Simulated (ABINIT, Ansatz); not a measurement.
Code comparison for HfC (Fm-3m, 2 atoms in the cell)

Self-consistent single point.

```
HfC
1.0
    0.00000     2.30602     2.30602
    2.30602     0.00000     2.30602
    2.30602     2.30602     0.00000
Hf C
1 1
Direct
  0.00000   0.00000   0.00000
  0.50000   0.50000   0.50000
```

Shared settings, as Ansatz (a first-principles code) writes them: kpoints.mp_grid.grid = 10 10 10; magnetization.spin_orbit = true; scf.occupations.method = fermi_dirac; scf.occupations.width = 0.05 eV. Potentials and cutoffs stand in the table.

```csv
code,model,pressure (GPa),cutoff
ABINIT,"PBE, spin-orbit coupling, PAW (JTH v2.0 PBE PAW)",5.78,42 Ry
Ansatz,"PBE with spin-orbit coupling, PAW files",5.42,420 eV
```

The spread over the programs that give each value: pressure within 0.36 GPa.

Ansatz's pressure is given at a fixed set of plane waves, as the other plane-wave codes print theirs; with its correction for the finite basis it is 5.61 GPa.

The starting cell comes from a database of computed structures (which also holds hypothetical and non-ambient phases and stackings), without a prior relaxation at this level. Its lattice was rescaled by a random factor within 2.5 % of one.

Left out of this page: Elk, FLEUR and SIESTA (not drawn, or without a comparable value).

Keys are those of Ansatz 0.2.
